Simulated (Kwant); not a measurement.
Device: wire with a side stub in a InAs two-dimensional gas. Effective mass 0.023 mₑ, grid spacing 8.3 nm, hard walls, nominal width 200 nm (25 grid rows, so walls 215.8 nm apart), one parabolic valley, scattering region 600 nm long along x; energies count from the band bottom; Fermi energy swept from 0.00032698 to 0.0038829 eV. Closed stub on one side, 270 nm wide and 320 nm deep.

Constants are typed, rounded textbook-type inputs, not results; the design itself was drawn at random and stands for no fabricated device.

Computed with Kwant: effective-mass tight-binding model on a square grid, one spin, coherent transport at 0 K. Conductance is in e²/h.

Question: How many channels do the leads carry at E = 1.88, 3.46 meV?

Answer: The hard-wall thresholds are n² ħ²π²/(2mW²) = n² × 0.351 meV with W = 215.8 nm. √(1.88/0.351) = 2.31, so 2. √(3.46/0.351) = 3.14, so 3.
